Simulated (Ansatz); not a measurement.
Take Ba2CuHgO4 (space group P4/mmm, No. 123; a cell from a computed database, its experimental status unchecked) as the base.

Space group P4/mmm (No. 123); a = b = 3.853 Å, c = 9.550 Å, α = β = γ = 90.00°

| atom | site | symmetry | x | y | z |
|---|---|---|---|---|---|
| Ba | 2h | 4mm | 0.5000 | 0.5000 | 0.3034 |
| Cu | 1b | 4/mmm | 0.0000 | 0.0000 | 0.5000 |
| Hg | 1a | 4/mmm | 0.0000 | 0.0000 | 0.0000 |
| O | 2g | 4mm | 0.0000 | 0.0000 | 0.2065 |
| O | 2e | mmm. | 0.0000 | 0.5000 | 0.5000 |

Level of theory: PBEsol (Ansatz, a first-principles code, PAW, no spin-orbit coupling).

Base values:

- c/a ratio = 2.479
- Volume per atom = 17.72 Å³

Perturbation: every Hg is replaced by Pb; the structure is relaxed again.

Tabulated Pauling electronegativity and covalent radius: Hg 2.00, 1.32 Å; Pb 2.33, 1.46 Å.

What happens to the c/a ratio and volume per atom?

The c/a ratio rises by 0.150, from 2.479 to 2.629; the volume per atom grows by 0.16 Å³ (17.72 Å³ → 17.88 Å³).

Stability against distortions was not tested. As relaxed here, Ba2CuPbO4 is a hypothetical phase, not in the database extracts checked. No Hubbard U is applied and the magnetic state is the run's own (Ba2CuPbO4 not spin-polarised; Ba2CuHgO4 not spin-polarised); other magnetic orders, which need larger cells, were not tried and can change the gap. All final runs are without spin polarisation. An odd electron count without spin: Ba2CuPbO4 and Ba2CuHgO4.
